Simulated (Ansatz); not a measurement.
Defect migration in hcp Ru: interstitial P, neutral cell. The step: one P atom jumps by itself; the atom moves 2.14 Å along (0.00, 0.00, -0.50) of the unit cell; the moving atom starts with neighbours 6 Ru at 2.14 Å and ends with 6 Ru at 2.14 Å. DFT values are from Ansatz (plane-wave PAW, 420 eV unless said) in a cell of 36 host sites, spin-restricted, static, with no finite-size correction. Sites that were not tried may lie lower. For the PBE band: the program found a first-order saddle point.

```tsv
Level	Forward barrier (eV)	Cost of the band or of the saddle's single point
CHGNet universal potential (has no charge state), its own band	1.31	-
PBE, a 2×2×2 k-point mesh shifted by half a step along c, band relaxed	1.50	about 50 core-minutes (a rough figure)
PBE, a 4×4×4 k-point mesh shifted by half a step along c, same geometries	1.46	around 10 core-minutes (rough)
r2SCAN at 500 eV, a 2×2×2 k-point mesh shifted by half a step along c, same geometries	[?]	about 3 core-minutes (a rough figure)
```

Question: Complete the blanks.

Answer: 
- r2SCAN at 500 eV, a 2×2×2 k-point mesh shifted by half a step along c, same geometries, Forward barrier (eV): 1.49

Ansatz is a first-principles code.
